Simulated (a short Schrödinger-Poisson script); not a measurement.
**MOS inversion layer, HfO2 on p-type Si(100)**

Structure: MOS inversion layer, HfO2 on p-type Si(100), at 400 K.

| layer | material | thickness (nm) | Na (cm⁻³) |
|---|---|---|---|
| 1 | HfO2 | 13.4 | - |
| 2 | Si | 750 | 3.3e17 |

The device is made up for the run: typed textbook-type constants, with dimensions and the other settings drawn at random. HfO2: permittivity 22, conduction-band edge (eV) 1.55, gap (eV) 5.7, electron mass (mₑ) 0.2. Si: permittivity 11.7, conduction-band edge (eV) 0, gap (eV) 1.124, Nv at 300 K (cm⁻³) 3.1e19.

Channel valleys (confinement mass, in-plane density-of-states mass, number): Δ2 0.916, 0.19, 2; Δ4 0.19, 0.417, 4. At the gate the conduction-band edge of layer 1 lies 1.73 eV − eVg above the Fermi level of the channel; the field vanishes at the back. Gaps are held at their typed values at every temperature. Mesh 0.03 nm at interfaces.

From a short Schrödinger-Poisson script (our own, NumPy): 1D Poisson equation in equilibrium, electrons quantum, Hartree (BenDaniel-Duke, 12 states a valley, the channel's in-plane mass for all, wave functions ending at the dielectric), parabolic valleys, classical holes, full ionisation, no traps, pinning or gate leakage.

| Vg (V) | electrons (cm⁻²) | C (μF/cm²) | Δ2 E0 (meV) | Δ2 E1 (meV) | Δ4 E0 (meV) | Δ4 E1 (meV) |
|---|---|---|---|---|---|---|
| -0.1 | 7.93e6 | 0.205 | 500.5 | 545.9 | 542.4 | 616.0 |
| 0 | 8.17e7 | 0.191 | 417.8 | 466.0 | 462.3 | 540.9 |
| 0.1 | 8.78e8 | 0.182 | 334.0 | 384.8 | 380.8 | 464.0 |
| 0.2 | 9.54e9 | 0.200 | 250.0 | 303.3 | 299.1 | 386.4 |
| 0.3 | 8.53e10 | 0.385 | 172.8 | 228.6 | 224.3 | 315.4 |
| 0.4 | 3.77e11 | 0.725 | 119.2 | 178.4 | 174.0 | 268.5 |
| 0.5 | 8.71e11 | 0.922 | 87.6 | 150.9 | 146.5 | 243.9 |
| 0.6 | 1.47e12 | 1.02 | 66.8 | 134.4 | 129.9 | 229.9 |
| 0.7 | 2.11e12 | 1.08 | 51.4 | 123.1 | 118.6 | 220.9 |
| 0.8 | 2.79e12 | 1.12 | 39.1 | 114.7 | 110.3 | 214.6 |
| 0.9 | 3.50e12 | 1.14 | 28.7 | 108.2 | 103.8 | 209.9 |
| 1 | 4.21e12 | 1.16 | 19.7 | 102.8 | 98.4 | 206.2 |
| 1.1 | 4.94e12 | 1.18 | 11.6 | 98.3 | 93.9 | 203.3 |
| 1.2 | 5.68e12 | 1.19 | 4.3 | 94.4 | 90.0 | 200.8 |
| 1.3 | 6.43e12 | 1.20 | -2.5 | 91.0 | 86.6 | 198.7 |
| 1.4 | 7.18e12 | 1.21 | -8.8 | 87.9 | 83.5 | 196.9 |
| 1.5 | 7.94e12 | 1.22 | -14.7 | 85.1 | 80.8 | 195.4 |
| 1.6 | 8.70e12 | 1.23 | -20.4 | 82.5 | 78.2 | - |
| 1.7 | 9.47e12 | 1.23 | -25.8 | - | - | - |
| 1.8 | 1.02e13 | 1.24 | - | - | - | - |
| 1.9 | 1.10e13 | 1.24 | - | - | - | - |

Subbands count from the Fermi level; a dash marks a level above the dielectric's band edge.
